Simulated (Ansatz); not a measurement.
Cost and result by functional for the adsorption energy of Cl on the 1x1 (110) surface of 3C silicon carbide (cut with top plane C + Si), one in a 2x2 cell, started at the site 'top Si', in Ansatz (plane waves, PAW). Single points on the PBE structure, on one kind of machine; costs are rough ratios of the slab run's core time (references not counted) to the cheapest single point. r2SCAN's cost holds its higher cutoff (500 against 420 eV). Differences are taken against r2SCAN for comparison alone: no measured value is at hand, so the table doesn't rank accuracy.

Host crystal: 3C silicon carbide, with a band gap (PBE, scalar-relativistic without spin-orbit coupling).

Set-up: 49 atoms, 7.7 Å thick at the start under the adsorbate (thin: gaps and levels are the slab's own); mesh 3x3x1; 0.01 eV smearing; dipole correction on; 24 atoms held, the rest relaxed; held to the start's symmetry, so lower structures may exist; spin-polarised, ending with about 1.0 μB a cell; orders that need a larger cell were not tried, no spin-orbit, no U, no dispersion correction. At the end it is bonded to Si. In PBE it is, or lies within 0.03 eV of, the lowest of the starts that converged. These notes are the PBE run's. r2SCAN: The program's check for a lower electronic state was not made. Adsorption energies are against ½ Cl2(g). A negative adsorption energy means that the adsorbate is more stable on the surface than in its reference.

```
functional                     relative cost  adsorption energy (eV)  less r2SCAN (eV)
-----------------------------  -------------  ----------------------  ----------------
RPBE                                       1                   -1.69              0.43
r2SCAN                                     2                   -2.13              0.00
PBE (the relaxed run's value)              –                   -1.82              0.30
```

The values span 0.43 eV, while the single points' costs differ by a factor of roughly 2. Differences are of unrounded values.

Ansatz is a quantum-chemistry and plane-wave program.
